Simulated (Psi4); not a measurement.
Psi4 1.11, unrestricted BP86/def2-svp: Sb(Cl)3 triplet ([Cl][Sb]([Cl])[Cl]), charge 0, multiplicity 3, 4 atoms. The geometry is a generated start, not checked to be a minimum at this level.

```yaml
task: energy
method: bp86
basis: def2-svp
memory: 3 GB
maxiter: 100
keys_of_the_molecule_block: symmetry c1
scf_type: df (default)
e_convergence: 1e-06 (default)
d_convergence: 1e-06 (default)
dft_radial_points: 75 (default)
dft_spherical_points: 302 (default)
effective_core_potentials: those of the basis set, past Kr
basis_functions: 80
grid_points: 83241
```

```xyz
4

Sb     0.0036    -0.0014     0.9307
Cl    -1.7482    -0.9761    -0.2986
Cl     0.0220     1.9987    -0.3143
Cl     1.7226    -1.0212    -0.3178
```

Charge 0 and multiplicity 3 are set for this test and not shown to be the ground state.

With the defaults (diis_max_vecs = 10, damping_percentage = 0, diis = true, scf_initial_accelerator = adiis, soscf = false, soscf_start_convergence = 0.01, guess = auto, which took SAD) it converges in 19 SCF iterations. One run each on 2 threads, with these changes:
- guess = sadno
- damping_percentage = 60
- damping_percentage = 60, diis = false, scf_initial_accelerator = none
- scf_initial_accelerator = none
- soscf = true
- damping_percentage = 20
- diis_max_vecs = 20
- soscf = true, soscf_start_convergence = 0.001
- diis_max_vecs = 3

Question: Which of these changes keep the SCF from converging, or lead it to another solution?

Answer: No convergence: diis_max_vecs = 3; damping_percentage = 20; damping_percentage = 60; damping_percentage = 60, diis = false, scf_initial_accelerator = none (the run ends without SCF convergence in 100 iterations). The rest reach the solution of the defaults.

```
setting                                                                SCF iterations  JK calls             end
---------------------------------------------------------------------  --------------  --------  --------------
diis_max_vecs = 20                                                                 18        19   same solution
the defaults                                                                       19        20   same solution
scf_initial_accelerator = none                                                     20        21   same solution
guess = sadno                                                                      22        22   same solution
soscf = true                                                                       23       124   same solution
soscf = true, soscf_start_convergence = 0.001                                      27       123   same solution
diis_max_vecs = 3                                                                 100       101  no convergence
damping_percentage = 20                                                           100       101  no convergence
damping_percentage = 60                                                           100       101  no convergence
damping_percentage = 60, diis = false, scf_initial_accelerator = none             100       101  no convergence
```

An SOSCF iteration holds several JK calls; a Hückel guess adds calls on atoms.
